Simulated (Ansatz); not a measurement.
# Effect of Sn on a C site, symmetric start on TiC

Base system: a 16-atom supercell of TiC in the rock salt structure (space group Fm-3m, No. 225; a = 4.328 Å) at its relaxed geometry.

Perturbation: a neutral Sn on a C site, symmetric start, atoms relaxed at fixed cell.

All numbers come from DFT with r2SCAN, PAW potentials and a 500 eV plane-wave cutoff in Ansatz (a quantum-chemistry and plane-wave program), no spin-orbit coupling. Settings: 7×7×7 k-points, 0.05 eV Fermi–Dirac smearing.

The largest displacement of a host atom from its site in the perfect cell is 0.18 Å and the mean distance from the defect site to its nearest host atoms goes up by 0.18 Å (2.16 Å → 2.34 Å).

The cell is small, so the values are those of an ordered compound at a high defect concentration; dilute-limit values will differ. The defect started on the symmetric site and kept its symmetry, so it may sit on a saddle. All final runs are without spin polarisation. The defect cell is not spin-polarised.
